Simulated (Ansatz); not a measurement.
Ta in the bcc (W type) structure (space group Im-3m, No. 229)

Space group Im-3m (No. 229); a = b = c = 3.254 Å, α = β = γ = 90.00°

| atom | site | symmetry | x | y | z |
|---|---|---|---|---|---|
| Ta | 2a | m-3m | 0.0000 | 0.0000 | 0.0000 |
(The calculation used a cell of 1 atom; values per cell refer to that cell.)

The values are results of LDA (Ansatz, a first-principles code; PAW; 420 eV plane waves; no spin-orbit coupling), not measurements. Γ-centred 20×20×20 mesh, Fermi–Dirac width 0.05 eV.

| Item | Result |
|---|---|
| Volume per atom | 17.23 Å³ |
| Density | 17.44 g/cm³ |
| Band gap | zero |
| Total energy | -9682.610 eV/atom (σ→0; compares only within this code and set-up) |

Whether these cells are dynamically stable was not tested. The final runs are not spin-polarised.
